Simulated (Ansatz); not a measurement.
**Ru$_{2}$Si (space group Pnma, No. 62; a cell from a computed database, its experimental status unchecked)**

```yaml
crystal:
  lattice:
    - [5.23488, 0.00000, 0.00000]
    - [0.00000, 3.99138, 0.00000]
    - [0.00000, 0.00000, 7.38719]
  atoms:
    - { symbol: Si, position: [0.30152, 0.25000, 0.90132] }
    - { symbol: Si, position: [0.69848, 0.75000, 0.09868] }
    - { symbol: Si, position: [0.19848, 0.75000, 0.40132] }
    - { symbol: Si, position: [0.80152, 0.25000, 0.59868] }
    - { symbol: Ru, position: [0.51559, 0.75000, 0.78671] }
    - { symbol: Ru, position: [0.48441, 0.25000, 0.21329] }
    - { symbol: Ru, position: [0.98441, 0.25000, 0.28671] }
    - { symbol: Ru, position: [0.01559, 0.75000, 0.71329] }
    - { symbol: Ru, position: [0.83237, 0.25000, 0.93561] }
    - { symbol: Ru, position: [0.16763, 0.75000, 0.06439] }
    - { symbol: Ru, position: [0.66763, 0.75000, 0.43561] }
    - { symbol: Ru, position: [0.33237, 0.25000, 0.56439] }
```

The values are results of PBEsol, PAW, 420 eV (Ansatz, a quantum-chemistry and plane-wave program; spin-orbit coupling left out), not measurements. Γ-centred 7×9×5 mesh, Fermi–Dirac width 0.05 eV.

* **Volume per atom**: 12.86 Å³
* **Density**: 9.91 g/cm³
* **Band gap**: zero
* **Total energy**: -4085.262 eV/atom (σ→0; compares only within this code and set-up)

Stability against distortions was not tested. All final runs are without spin polarisation.
